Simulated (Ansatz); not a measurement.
Where the default PAW files enter, the runs use the earlier of Ansatz's two default sets.

Inside the gap of an insulator the Bloch states are evanescent, with a wavenumber k + iκ along the transport direction.

Here is the system:

```yaml
crystal:
  lattice:
    - [3.85047, 0.00000, 0.00000]
    - [-1.92523, 3.33460, 0.00000]
    - [1.92523, 1.11153, 3.14389]
  atoms:
    - { symbol: Li, position: [0.00000, 0.00000, 0.00000] }
    - { symbol: Br, position: [0.00000, 0.50000, 0.50000] }
```

Space group of this cell: Fm-3m, rock salt. The cell is taken as given; by PBEsol its mean pressure is -0.5 GPa.

Transport runs along the normal of the first two printed cell vectors, the (111) plane of the conventional cell.

The gap is the functional's own, uncorrected, and κ follows it; spin-orbit coupling is left out. Mid-gap values are interpolated between the computed energies.

Question: Estimate the band gap and the smallest decay constant κ at mid-gap that PBEsol (Ansatz, a first-principles code) returns for this system.

Answer: Gap 4.89 eV on a 12×12×12 mesh; κ = 0.307 1/Å, at the zone centre.
